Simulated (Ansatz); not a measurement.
Band structure of Co₂As (P-6m2, 3 atoms in the cell).

```
Co2As
1.0
    3.84943     0.00000     0.00000
   -1.92471     3.33370     0.00000
    0.00000     0.00000     2.71385
Co As
2 1
Direct
  0.66667   0.33333   0.00000
  0.33333   0.66667   0.50000
  0.00000   0.00000   0.50000
```
Moments meant for the start (each program seeds them in its own way; μB, in the order of the atoms Co Co As): 3.0 3.0 0.0.

Level of theory: PBEsol, PAW files made with PBE (plane waves; Ansatz, a quantum-chemistry and plane-wave program).

Settings: kpoints.mp_grid.grid = 7 7 8; hamiltonian.xc = pbesol; hamiltonian.pseudopotentials = {kind: paw} (the program's default PAW files); magnetization.spin_polarized = true; scf.occupations.method = fermi_dirac; scf.occupations.width = 0.1 eV; kpoints.band_path.npoints = 8.

The starting cell comes from a database of computed structures (which also holds hypothetical and non-ambient phases and stackings), without a prior relaxation at this level. Its lattice was rescaled by a random factor within 2.5 % of one. The magnetic order is the one reached from the typed start; others were not searched systematically.

Levels in eV from the Fermi level, bands 22 to 29 of the first spin channel:
| point | 22 | 23 | 24 | 25 | 26 | 27 | 28 | 29 |
|---|---|---|---|---|---|---|---|---|
| Γ | -1.88 | -0.76 | -0.76 | 1.20 | 2.68 | 2.68 | 3.68 | 3.68 |
| M | -2.11 | -1.35 | -1.01 | -0.90 | -0.53 | 2.90 | 5.89 | 10.42 |
| K | -1.70 | -1.53 | -1.32 | -0.86 | -0.44 | 6.01 | 7.45 | 7.58 |
| A | -0.69 | -0.69 | -0.53 | -0.22 | 2.78 | 2.78 | 4.66 | 4.72 |
| L | -2.07 | -1.43 | -0.81 | -0.69 | 0.70 | 1.69 | 2.41 | 5.92 |
| H | -2.15 | -0.82 | -0.79 | -0.07 | 0.24 | 0.27 | 1.79 | 3.88 |

Bands cross the Fermi level along this path, so the cell is metallic at this level.

The net moment of the cell came out as 1.50 μB.

Keys are those of Ansatz 0.2.
